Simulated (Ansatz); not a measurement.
The starting structures come from a database of crystals and need not be the phases stable at ambient conditions.

 Where the default PAW files enter, the runs use the earlier of Ansatz's two default sets.

Consider the following.

```yaml
crystal:
  lattice:
    - [5.26944, 0.00000, 0.00000]
    - [-2.63472, 4.56347, 0.00000]
    - [2.63472, 1.52116, 4.63437]
  atoms:
    - { symbol: Li, position: [0.50000, 0.75000, 0.75000] }
    - { symbol: Li, position: [0.50000, 0.25000, 0.25000] }
    - { symbol: Nb, position: [0.00000, 0.50000, 0.50000] }
    - { symbol: Nb, position: [0.00000, 0.00000, 0.00000] }
    - { symbol: O, position: [0.50000, 0.62963, 0.25000] }
    - { symbol: O, position: [0.50000, 0.37037, 0.75000] }
    - { symbol: O, position: [0.12036, 0.87037, 0.25000] }
    - { symbol: O, position: [0.87964, 0.12964, 0.75000] }
    - { symbol: O, position: [0.87964, 0.25000, 0.25000] }
    - { symbol: O, position: [0.12037, 0.75000, 0.75000] }
```

Space group of this cell: R-3c. The cell is taken as given; by r2SCAN its mean pressure is -9.4 GPa.

Computed with r2SCAN (plane waves, PAW; Ansatz, an electronic-structure program).

The current runs along the normal of the first two printed vectors; no spin-orbit coupling. Scaled by the factor s: all lengths (ions clamped). Meshes 8×8×8 and 12×12 across the current in all rows.

```csv
s,mean pressure (GPa),band gap (eV)
0.98,3.4,?
1.00,-9.4,2.81
1.02,-18.9,2.58
```

Question: Take the slope of the band gap against ln s from the two given rows, extrapolate to s = 0.98, and say what the run there gives.

Answer: Slope = (2.58 − 2.81) / ln 1.02 = -11.6 eV. The line gives 2.81 + (-11.6) × ln 0.98 = 3.04 eV. The run gives 3.04 eV, as the line does.
